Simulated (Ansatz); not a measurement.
System: Na3N (model structure, started from the D03 type, Fm-3m, No. 225, 4 atoms in the cell). Method: HSE06 (plane waves, PAW; Ansatz, an electronic-structure program).

Numerical settings: plane-wave cutoff 460 eV, 8×8×8 k mesh, Fermi–Dirac smearing 0.01 eV, scalar-relativistic PAW data made under PBE.

Cell (relaxed with PBEsol):

```
Na3N
1.0
    0.00000     3.09694     3.09694
    3.09694     0.00000     3.09694
    3.09694     3.09694     0.00000
N Na
1 3
Cartesian
  0.00000   0.00000   0.00000
  3.09694   3.09694   3.09694
  1.54847   1.54847   1.54847
  4.64541   4.64541   4.64541
```

Question: Predict the band gap.

Answer: 
- band gap: 0.47 eV (on the SCF k mesh) (direct)

Note: the relaxation could raise the start's symmetry but not lower it, so the cell can be a saddle point; cell and atoms aren't relaxed at this level (pressure -1.0 GPa).

Cost on a shared machine: roughly 4 core-minutes.

A model structure was made by putting elements into a prototype or built by hand; it is no filed structure, need not be a known phase, and can be a saddle point held by its symmetry.
